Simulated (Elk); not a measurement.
Input and output of a self-consistent single point for Rh (Fm-3m, 1 atom in the cell) (Elk).

Level of theory: PBE, spin-orbit coupling in second variation, all-electron FP-LAPW, Elk's shipped species files, default APW+lo basis in Elk.

```
CELL_PARAMETERS angstrom
      0.00000     1.88396     1.88396
      1.88396     0.00000     1.88396
      1.88396     1.88396     0.00000
ATOMIC_POSITIONS crystal
  Rh 0.00000 0.00000 0.00000
```

Reference input (self-consistent single point, DFT, PBE, all-electron FP-LAPW, Elk's shipped species files, default APW+lo basis): xctype = 20; stype = 0; swidth = 0.00367493 Ha; ngridk = 15 15 15; rmtscf = 0.91; maxscl = 100. This run's input differs from it in these lines:

```diff
@@ -6,4 +6,13 @@
 
+spinorb
+  .true.
+
 rmtscf
   0.91
+
+lmaxi
+  3
+
+nempty
+  10
```

Output (repeated stretches shortened):

```
│ Self-consistent loop started │
│ Loop number : 1 │
 total energy                :     -4782.05568226
 total moment                :   0.4408676744E-22  0.1887064653E-21 -0.2321061502E-21
│ Loop number : 2 │
 total energy                :     -4782.27333787
 total moment                :   0.1940386192E-21  0.8689598185E-23 -0.4561446449E-22
RMS change in Kohn-Sham potential (target) :   0.1109709489     (  0.1000000000E-05)
Absolute change in total energy (target)   :   0.2176556071     (  0.1000000000E-03)
│ Loop number : 3 │
 total energy                :     -4782.74740565
   [... lines left out ...]
 total energy                :     -4785.33997199
 total moment                :  -0.1052647543E-21 -0.8343032950E-22 -0.5072072815E-22
RMS change in Kohn-Sham potential (target) :   0.1035155976E-05 (  0.1000000000E-05)
Absolute change in total energy (target)   :   0.2057011588E-03 (  0.1000000000E-03)
│ Loop number : 14 │
 total energy                :     -4785.33993043
 total moment                :  -0.3251408905E-21 -0.9863804981E-22 -0.6952539391E-22
RMS change in Kohn-Sham potential (target) :   0.6315700804E-06 (  0.1000000000E-05)
Absolute change in total energy (target)   :   0.9857262739E-05 (  0.1000000000E-03)
Convergence targets achieved

│ Loop number : 15 │

Energies :
 Fermi                       :     0.438060233920
 xc effective B-field        :    -0.820021075125E-08
 external B-field            :      0.00000000000
 total energy                :     -4785.33986447
 (external B-field energy excluded from total)

Density of states at Fermi energy :    34.60025157
 (states/Hartree/unit cell)

Estimated indirect band gap :   0.7227912732E-03
 from k-point     77 to k-point     60
Estimated direct band gap   :   0.1072438300E-01
 at k-point     26

Charges :
 core                        :    28.00000000
 valence                     :    17.00000000
 interstitial                :    1.545642987
 muffin-tins (core leakage)
  species :    1 (Rh)
   atom    1                 :    43.45435701     (  0.1005068064E-06)
   [... lines left out ...]

Moments :
 interstitial                :  -0.1051690220E-22 -0.2986059864E-24 -0.2687453877E-23
 muffin-tins
  species :    1 (Rh)
   atom    1                 :   0.1136019476E-21 -0.1556405755E-21 -0.4722777567E-21
 total in muffin-tins        :   0.1136019476E-21 -0.1556405755E-21 -0.4722777567E-21
 total moment                :   0.1030850454E-21 -0.1559391815E-21 -0.4749652106E-21

│ Self-consistent loop stopped │
```

The run converged in 15 iterations. The count includes the last loop, which Elk runs after its targets are met. 

The starting cell comes from a database of computed structures (which also holds hypothetical and non-ambient phases and stackings), without a prior relaxation at this level. Its lattice was rescaled by a random factor within 2.5 % of one. Values depend on the basis (sphere radii, cutoffs, local orbitals), which need not be converged. The log's line on a gap gives a spacing of levels on this mesh, which the program prints for metals too.
